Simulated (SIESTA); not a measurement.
SIESTA is run on TiS₂ (Pa-3, 12 atoms in the cell), and the run fails. The aim is a self-consistent single point with DFT, LDA PW92, numerical atomic orbitals DZP, PseudoDojo LDA standard norm-conserving potentials (rewritten from UPF to PSML).

Cell that was meant: a = 6.0065 Å, b = 6.0065 Å, c = 6.0065 Å, α = 90.00°, β = 90.00°, γ = 90.00°.

Part of the input:

```
XC.authors                   PW92
PAO.BasisSize                DZP
PAO.EnergyShift              0.005 Ry
MeshCutoff                   300
%block kgrid.MonkhorstPack
    5   0   0  0.5
    0   5   0  0.5
```

Output (repeated stretches shortened):

```
reinit: Reading from file input.fdf

reinit: System Name: TiS2
reinit: System Label: TiS2

coor:   Atomic-coordinates input format  =     Cartesian coordinates
coor:                                          (in Angstroms)

siesta: Atomic coordinates (Bohr) and species
siesta:      5.67537   5.67537   0.00000  1        1
siesta:      0.00000   5.67537   5.67537  1        2
siesta:      0.00000   0.00000   0.00000  1        3
siesta:      5.67537   0.00000   5.67537  1        4
siesta:      1.61135   9.73938   4.06402  2        5
siesta:      9.73938   1.61135   7.28672  2        6
siesta:      4.06402   1.61135   9.73938  2        7
siesta:      7.28672   9.73938   1.61135  2        8
siesta:      7.28672   7.28672   7.28672  2        9
siesta:      4.06402   4.06402   4.06402  2       10
siesta:      9.73938   4.06402   1.61135  2       11
siesta:      1.61135   7.28672   9.73938  2       12

siesta: System type = bulk

initatomlists: Number of atoms, orbitals, and projectors:     12   180   216

siesta: ******************** Simulation parameters ****************************
redata: Spin configuration                          = none
redata: Time-Reversal Symmetry                      = T
redata: Number of Atomic Species                    =        2
ERROR

FDF module: fdf_physical:  no unit specified for MeshCutoff

     File: fdf.F90
     Line:  2144
Note: The following floating-point exceptions are signalling: IEEE_INVALID_FLAG IEEE_OVERFLOW_FLAG
STOP Stopping Program
```

Question: From the messages shown, name the fault and mend the input.

Answer: The fault is an energy without its unit. The key takes a value and a unit. To fix it, add the unit. The program stopped before any SCF iteration.

The sound input it was made from differs as follows (other fixes are possible):
```diff
-MeshCutoff                   300
+MeshCutoff                   300 Ry
```

With that input, the run converged in 12 iterations: free energy E − TS -8876.4164 eV; Fermi level (on the code's own zero) -5.58 eV; pressure -6.34 GPa; largest force (vector length) 0.030 eV/Å (DFT, LDA PW92, numerical atomic orbitals DZP, PseudoDojo LDA standard norm-conserving potentials (rewritten from UPF to PSML)).

On the sound input: the starting cell comes from a database of computed structures (which also holds hypothetical and non-ambient phases and stackings), without a prior relaxation at this level. Spin polarisation is off, so a magnetic state, if there is one, cannot be reached. Values carry the incompleteness of an atom-centred basis. With a pressure of about -6 GPa the cell is away from its equilibrium volume at this level.
